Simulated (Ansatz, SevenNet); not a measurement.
Lattice constant a of Al₂Cu (I4/mcm, No. 140, 6 atoms in the cell; start mp-998) at several levels of theory

No measured value is used here.

| level (code) | value (Å) |
|---|---|
| SevenNet-0 | 6.081 |
| LDA (Ansatz) | 5.940 |
| PBE (Ansatz) | 6.058 |
| PBEsol (Ansatz) | 5.999 |
| r²SCAN (Ansatz) | 5.998 |

SevenNet-0, LDA, PBE, PBEsol, r²SCAN: the relaxation could not lower the start's symmetry, so the cell can be a saddle point above a distorted one. Ansatz's density-functional and Hartree–Fock values are scalar-relativistic unless marked +SOC, with PAW data made under PBE.

Machine-learned potentials (SevenNet-0) are trained on DFT data: a solid inside that data is no test of them.

A start named mp-… is a Materials Project structure, which need not be a measured phase.

Ansatz is a first-principles code.
